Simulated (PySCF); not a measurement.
PySCF 2.14.0, unrestricted PBE0/def2-svp, df: Cu(F)(k2OAc) (CC1[O][Cu]([F])<-[O]=1), charge 0, multiplicity 2, 9 atoms. The geometry is a generated start, not checked to be a minimum at this level.

```
Property                       Value
-------------------  ---------------
task                          energy
method                          pbe0
basis                       def2-svp
two-electron scheme  density fitting
mol.max_memory              16000 MB
mf.max_cycle                     100
mf.diis_space                      4
mf.init_guess        minao (default)
mf.DIIS              CDIIS (default)
mf.conv_tol          1e-09 (default)
mf.grids.level           3 (default)
basis functions                  116
grid points                   120728
```

Hardware: Arm Neoverse V2, 96 cores on 1 socket, no SMT, 1 L3 cache group.

Run on 16 threads, 1 BLAS thread, it takes 7.4 s from launch to exit:

```bash
OMP_NUM_THREADS=16 OPENBLAS_NUM_THREADS=1 python -u run.py
```

From its output:

```
[INPUT] num. atoms = 9
[INPUT] num. electrons = 69
number of NR cGTOs = 116
basis = def2-svp
method = DFUKS
initial guess = minao
DIIS = <class 'pyscf.scf.diis.CDIIS'>
diis_space = 4
direct_scf = False
max_memory 16000 MB (current use 108 MB)
XC functionals = pbe0
grids dens level: 3
tot grids = 120728
auxbasis = def2-svp-jkfit
max_memory = 16000
  alpha nocc = 35  HOMO = -0.123424765319958  LUMO = -0.0682638579243502
  beta  nocc = 34  HOMO = -0.150194472229556  LUMO = -0.123424765319957
  alpha nocc = 35  HOMO = -0.205014727699565  LUMO = -0.0627223083058519
  beta  nocc = 34  HOMO = -0.22582920176017  LUMO = -0.195007827760897
  alpha nocc = 35  HOMO = -0.348426350812098  LUMO = -0.044590955591933
  beta  nocc = 34  HOMO = -0.340611897398022  LUMO = -0.20383018970969
  alpha nocc = 35  HOMO = -0.283244378468111  LUMO = -0.0165146588855896
  beta  nocc = 34  HOMO = -0.279314933833463  LUMO = -0.119147228769694
  alpha nocc = 35  HOMO = -0.310692528481795  LUMO = -0.00849796906686695
  beta  nocc = 34  HOMO = -0.32810020080438  LUMO = -0.149648951475347
  alpha nocc = 35  HOMO = -0.322031379643644  LUMO = -0.0236483303023611
  beta  nocc = 34  HOMO = -0.329109163796087  LUMO = -0.154654895449044
  alpha nocc = 35  HOMO = -0.316734567490913  LUMO = -0.0178570215277398
  beta  nocc = 34  HOMO = -0.331218749877672  LUMO = -0.150178983305278
  alpha nocc = 35  HOMO = -0.317001018032832  LUMO = -0.0169275364509831
  beta  nocc = 34  HOMO = -0.331662933659778  LUMO = -0.149884535528321
  alpha nocc = 35  HOMO = -0.316466802315646  LUMO = -0.0163681973456393
  beta  nocc = 34  HOMO = -0.330692864737236  LUMO = -0.150038432507623
  alpha nocc = 35  HOMO = -0.316568914715946  LUMO = -0.016617163988859
  beta  nocc = 34  HOMO = -0.330828898908376  LUMO = -0.149957069861488
  alpha nocc = 35  HOMO = -0.316321375993574  LUMO = -0.01628776739435
  beta  nocc = 34  HOMO = -0.330526603582199  LUMO = -0.149886866015018
  alpha nocc = 35  HOMO = -0.316475478880657  LUMO = -0.0164431297459755
  beta  nocc = 34  HOMO = -0.330644873141819  LUMO = -0.149892495896245
  alpha nocc = 35  HOMO = -0.316449760658968  LUMO = -0.0164357444181809
  beta  nocc = 34  HOMO = -0.330608871034286  LUMO = -0.1499433949493
  alpha nocc = 35  HOMO = -0.316420500631206  LUMO = -0.0164203943497157
  beta  nocc = 34  HOMO = -0.330579632166253  LUMO = -0.1498942909404
  alpha nocc = 35  HOMO = -0.316433279810176  LUMO = -0.0164075492201823
  beta  nocc = 34  HOMO = -0.330594891689794  LUMO = -0.149914983303872
  alpha nocc = 35  HOMO = -0.316428370041518  LUMO = -0.016407997950675
  beta  nocc = 34  HOMO = -0.330583741086434  LUMO = -0.149921386836338
  alpha nocc = 35  HOMO = -0.31642891783305  LUMO = -0.0164212225220473
  beta  nocc = 34  HOMO = -0.330585787073553  LUMO = -0.149915877259828
  alpha nocc = 35  HOMO = -0.316428975176468  LUMO = -0.016406088799032
  beta  nocc = 34  HOMO = -0.33058747353454  LUMO = -0.149911751619843
  alpha nocc = 35  HOMO = -0.316427940082144  LUMO = -0.0164069495329358
  beta  nocc = 34  HOMO = -0.330582996836585  LUMO = -0.149924891552538
  alpha nocc = 35  HOMO = -0.316423927517715  LUMO = -0.0164146138094221
  beta  nocc = 34  HOMO = -0.330580907139935  LUMO = -0.149914308434373
  alpha nocc = 35  HOMO = -0.316426704821885  LUMO = -0.0164135393833673
  beta  nocc = 34  HOMO = -0.330586493438529  LUMO = -0.149909221568306
  alpha nocc = 35  HOMO = -0.316429468633516  LUMO = -0.0164089336259527
  beta  nocc = 34  HOMO = -0.330586839089389  LUMO = -0.149918556315167
  alpha nocc = 35  HOMO = -0.316424407407872  LUMO = -0.0164120451246825
  beta  nocc = 34  HOMO = -0.330582581028422  LUMO = -0.149916610301362
  alpha nocc = 35  HOMO = -0.316425753997521  LUMO = -0.0164125204196557
  beta  nocc = 34  HOMO = -0.330584694263864  LUMO = -0.149912054861938
  alpha nocc = 35  HOMO = -0.31642768171041  LUMO = -0.0164106618164901
  beta  nocc = 34  HOMO = -0.330586064605941  LUMO = -0.149917280875359
  alpha nocc = 35  HOMO = -0.316425947884627  LUMO = -0.0164106321789852
  beta  nocc = 34  HOMO = -0.330583432853579  LUMO = -0.149919918881672
  alpha nocc = 35  HOMO = -0.316423210582595  LUMO = -0.0164120159831427
  beta  nocc = 34  HOMO = -0.330582549829481  LUMO = -0.149913002819558
  alpha nocc = 35  HOMO = -0.316427642451712  LUMO = -0.0164113418134866
  beta  nocc = 34  HOMO = -0.330586021506132  LUMO = -0.149915290819317
  alpha nocc = 35  HOMO = -0.316426191994921  LUMO = -0.0164105962315277
  beta  nocc = 34  HOMO = -0.33058436497004  LUMO = -0.149918809672902
  alpha nocc = 35  HOMO = -0.316424902164727  LUMO = -0.0164110999802354
  beta  nocc = 34  HOMO = -0.33058365551328  LUMO = -0.149915992809282
  alpha nocc = 35  HOMO = -0.316425489673905  LUMO = -0.0164113167238407
  beta  nocc = 34  HOMO = -0.330584370673843  LUMO = -0.149914837190893
  alpha nocc = 35  HOMO = -0.316426533488504  LUMO = -0.0164108568990349
  beta  nocc = 34  HOMO = -0.3305847350307  LUMO = -0.149917873707772
  alpha nocc = 35  HOMO = -0.316424221210323  LUMO = -0.0164107045469208
  beta  nocc = 34  HOMO = -0.33058325148961  LUMO = -0.149916707626322
  alpha nocc = 35  HOMO = -0.316425109556445  LUMO = -0.0164114146902499
  beta  nocc = 34  HOMO = -0.330584094362672  LUMO = -0.149914131486304
  alpha nocc = 35  HOMO = -0.316425728409959  LUMO = -0.0164100670871559
  beta  nocc = 34  HOMO = -0.330583711252771  LUMO = -0.149921501786284
integrals held in memory: False
...
    CPU time for setting up grids      0.18 sec, wall time      0.11 sec
    CPU time for vxc      2.02 sec, wall time      0.15 sec
    CPU time for cholesky_eri      0.35 sec, wall time      0.13 sec
    CPU time for df vj and vk      1.27 sec, wall time      0.20 sec
init E= -1968.02734528425
    CPU time for initialize scf      3.55 sec, wall time      0.51 sec
    CPU time for vxc      2.05 sec, wall time      0.15 sec
    CPU time for df vj and vk      0.29 sec, wall time      0.02 sec
cycle= 1 E= -1966.79935820939  delta_E= 1.23  |g|= 1.83  |ddm|= 2.39
    CPU time for cycle= 1      2.36 sec, wall time      0.18 sec
    CPU time for vxc      2.06 sec, wall time      0.16 sec
    CPU time for df vj and vk      0.29 sec, wall time      0.02 sec
cycle= 2 E= -1964.82922449363  delta_E= 1.97  |g|= 2.69  |ddm|= 3.28
    CPU time for cycle= 2      2.37 sec, wall time      0.18 sec
    CPU time for vxc      2.07 sec, wall time      0.16 sec
    CPU time for df vj and vk      0.28 sec, wall time      0.02 sec
cycle= 3 E= -1967.73770038193  delta_E= -2.91  |g|= 0.398  |ddm|= 2.65
    CPU time for cycle= 3      2.38 sec, wall time      0.18 sec
    CPU time for vxc      2.07 sec, wall time      0.16 sec
    CPU time for df vj and vk      0.29 sec, wall time      0.02 sec
...
    CPU time for df vj and vk      0.29 sec, wall time      0.02 sec
cycle= 31 E= -1967.79324818457  delta_E= -2.08e-09  |g|= 2.93e-05  |ddm|= 8.23e-05
    CPU time for cycle= 31      2.37 sec, wall time      0.18 sec
    CPU time for vxc      2.07 sec, wall time      0.16 sec
    CPU time for df vj and vk      0.29 sec, wall time      0.02 sec
cycle= 32 E= -1967.7932481868  delta_E= -2.23e-09  |g|= 2.27e-05  |ddm|= 8.99e-05
    CPU time for cycle= 32      2.38 sec, wall time      0.19 sec
    CPU time for vxc      2.07 sec, wall time      0.16 sec
    CPU time for df vj and vk      0.28 sec, wall time      0.02 sec
cycle= 33 E= -1967.79324818978  delta_E= -2.98e-09  |g|= 2.26e-05  |ddm|= 0.000148
    CPU time for cycle= 33      2.38 sec, wall time      0.19 sec
    CPU time for vxc      2.07 sec, wall time      0.16 sec
    CPU time for df vj and vk      0.28 sec, wall time      0.02 sec
cycle= 34 E= -1967.79324819  delta_E= -2.24e-10  |g|= 2.51e-05  |ddm|= 2.83e-05
    CPU time for cycle= 34      2.38 sec, wall time      0.19 sec
    CPU time for vxc      2.07 sec, wall time      0.16 sec
    CPU time for df vj and vk      0.29 sec, wall time      0.02 sec
    CPU time for scf_cycle     86.77 sec, wall time      6.99 sec
    CPU time for SCF     86.77 sec, wall time      6.99 sec
converged SCF energy = -1967.7932481905  <S^2> = 0.7533222  2S+1 = 2.0033194
SCF converged: True
wall of the SCF part: 6.995 s
```

Wall times, medians of two to five repeats, each run alone on the node (launch to exit). Processes are pinned to neighbouring cores unless said otherwise. The times hold for this build (PyPI wheel: OpenMP (GNU), a bundled serial OpenBLAS 0.3.3 under its C layer, NumPy's threaded OpenBLAS held to generic ARMv8 kernels, libcint, Libxc). Scratch files lie in a memory file system.

Task: What holds this run back, and which change relieves it on the same cores with the result kept within 1.0 meV/atom in energy, 0.050 in <S²>?

Result: The largest part is exchange-correlation on the grid (vxc), 78 % of the time from launch to exit. The log has 36 such calls, with about 13 cores busy by their CPU and wall times. One change that relieves it (others may too): going from mf.diis_space = 4 to mf.diis_space = 16, one of the fastest of the measured ones that keep the result: 7.4 s to 4.6 s (1.6× as fast). The largest move is in exchange-correlation on the grid (vxc): 5.7 s to 3.3 s. The count of Fock builds goes from 36 to 21. SCF cycles go from 34 to 19. These two results differ by: energy under 0.001 meV/atom, <S²> under 0.001. Others tried: mf.diis_space = 8 (default) (4.8 s); mf.diis_space = 8 (default), mf.level_shift = 0.2 Hartree (5.5 s); mf.diis_space = 8 (default), mf.damp = 0.5, mf.diis_start_cycle = 5 (6.2 s); mf.diis_space = 8 (default), mf.level_shift = 0.5 Hartree (6.5 s); mf.diis_space = 8 (default), mf.DIIS = ADIIS (8.8 s). 6 planned settings were not run, for want of time.
